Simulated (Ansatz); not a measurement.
Input and output of a self-consistent single point for CdAu (P4mm, 2 atoms in the cell) (Ansatz, a program for electronic structure).

Method: LDA (PW92), default PAW files made with PBE (plane waves; Ansatz).

The change in words: lattice scaled by 0.98; kpoints.mp_grid.grid: 10 10 10 → 8 8 8. Reference geometry:
```
CdAu
1.0
    3.35088     0.00000     0.00000
    0.00000     3.35088     0.00000
    0.00000     0.00000     3.35088
Cd Au
1 1
Direct
  0.00000   0.00000   0.01492
  0.50000   0.50000   0.50000
```

Reference input (self-consistent single point, DFT, LDA (PW92), plane waves, default PAW files made with PBE): basis.ecutwfc = 420 eV; kpoints.mp_grid.grid = 10 10 10; hamiltonian.xc = lda; hamiltonian.pseudopotentials = {kind: paw} (the program's default PAW files); scf.occupations.method = fermi_dirac; scf.occupations.width = 0.1 eV. This run's input differs from it in these lines:

Ansatz 0.2 input:
```diff
@@ -3,8 +3,8 @@
   lattice:
-    - [3.350877, 0.000000, 0.000000]
-    - [0.000000, 3.350877, 0.000000]
-    - [0.000000, 0.000000, 3.350877]
+    - [3.283859, 0.000000, 0.000000]
+    - [0.000000, 3.283859, 0.000000]
+    - [0.000000, 0.000000, 3.283859]
   atoms:
-    - { symbol: Cd, position_ang: [0.000000, 0.000000, 0.049998] }
-    - { symbol: Au, position_ang: [1.675439, 1.675439, 1.675439] }
+    - { symbol: Cd, position_ang: [0.000000, 0.000000, 0.048998] }
+    - { symbol: Au, position_ang: [1.641930, 1.641930, 1.641930] }
 basis:
@@ -13,3 +13,3 @@
   mp_grid:
-    grid: [10, 10, 10]
+    grid: [8, 8, 8]
 hamiltonian:
```

Log, with long lists cut:

```
SCF iter   1: F=—  HF=-20983.223969 eV  |F-HF|=—  |Δ(HF+E_count)|=         —  Δρ=8.77e-3  dr2=1.51e-2  ethr=1.77e-3  ⟨swp⟩=5.3  Hψ=6923  notcnv=0
all-band conjugate gradients solve this SCF's bands
preconditioner: auto → Resta (q_TF=auto, 2.773 Å⁻¹)
SCF iter   2: F=—  HF=-20983.219948 eV  |F-HF|=—  |Δ(HF+E_count)|=   4.02e-3  Δρ=3.16e-3  dr2=1.36e-3  ethr=3.88e-5  ⟨swp⟩=2.4  Hψ=3599  notcnv=0  defer=1
SCF iter   3: F=—  HF=-20983.219676 eV  |F-HF|=—  |Δ(HF+E_count)|=   2.73e-4  Δρ=1.14e-3  dr2=1.65e-4  ethr=3.49e-6  ⟨swp⟩=2.0  Hψ=2112  notcnv=0  defer=1
SCF iter   4: F=—  HF=-20983.219663 eV  |F-HF|=—  |Δ(HF+E_count)|=   1.29e-5  Δρ=1.36e-4  dr2=7.50e-6  ethr=4.23e-7  ⟨swp⟩=2.0  Hψ=1899  notcnv=0  defer=1
SCF iter   5: F=—  HF=-20983.219663 eV  |F-HF|=—  |Δ(HF+E_count)|=   2.68e-7  Δρ=5.09e-5  dr2=7.82e-7  ethr=1.92e-8  ⟨swp⟩=2.3  Hψ=2589  notcnv=0  defer=1
SCF iter   6: F=-20983.219663 eV  HF=-20983.219663 eV  |F-HF|=1.20e-8  |Δ(HF+E_count)|=   2.04e-7  Δρ=9.77e-6  dr2=2.03e-8  ethr=2.56e-10  ⟨swp⟩=5.3  Hψ=7304  notcnv=0
SCF 1 converged in 6 iterations: F = -20983.219663 eV  dr2 = 2.03e-8
Free energy (F): -20983.219663 eV
Internal energy: -20983.204388 eV  (E = F + TS)
E sigma→0 (E₀):  -20983.212025 eV
Entropy (-TS):   -0.015275 eV (-7.637 meV/atom)
Fermi energy:    18.860272 eV
--- Forces (eV/Å), atoms counted from 1 ---
  atom   1  Cd     0.00000000     0.00000000    -0.20897980
  atom   2  Au    -0.00000000     0.00000000     0.20898145
--- Stress (GPa, compression-positive) ---
       -0.248958       0.000000       0.000000
        0.000000      -0.248958       0.000000
        0.000000       0.000000      -0.359822
  P = ⅓ Tr σ = -0.2859 GPa (-2.859 kbar)
  The stress holds the Pulay correction. Without it, at fixed plane waves, as pw.x and ABINIT print it: P = -0.3242 GPa
```

The run converged in 6 iterations. Against the reference run the free energy falls by 28.4 meV/atom, the pressure goes from -7.04 to -0.29 GPa and the largest force goes from 0.142 to 0.209 eV/Å.

The starting cell comes from a database of computed structures (which also holds hypothetical and non-ambient phases and stackings), without a prior relaxation at this level. Its lattice was rescaled by up to half a per cent. One atom was moved a little off its site on purpose. For this run, on top of that: lattice scaled by 0.98. Ansatz's pressure includes its estimate of the finite-basis (Pulay) stress.
